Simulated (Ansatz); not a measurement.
The starting structures come from a database of crystals and need not be the phases stable at ambient conditions.

By PBEsol, the system below comes out a metal.

Without scattering a metal conducts by its projected Fermi surface.

Data:

```
CELL_PARAMETERS angstrom
      3.71033     0.00000     0.00000
      0.00000     4.87201     0.00000
      1.85516    -0.95898     5.73329
ATOMIC_POSITIONS crystal
  Co 0.00000 0.00000 0.00000
  Co 0.00000 0.50000 0.00000
  Co 0.19555 0.67456 0.60890
  Co 0.80445 0.32544 0.39110
  Ge 0.18367 0.18170 0.63266
  Ge 0.81633 0.81830 0.36734
  Ge 0.43016 0.28241 0.13968
  Ge 0.56984 0.71759 0.86032
```

The cell is taken as given; by PBEsol it stands under a pressure of -1.4 GPa.

The current flows along the normal of the first two printed cell vectors. No spin-orbit coupling; the value is a mean over 0.1 eV about the Fermi level.

Task: Predict the ballistic conductance per area from PBEsol run with Ansatz (a program for electronic structure).

Result: 0.35 × 10¹⁵ S/m² for both spins.
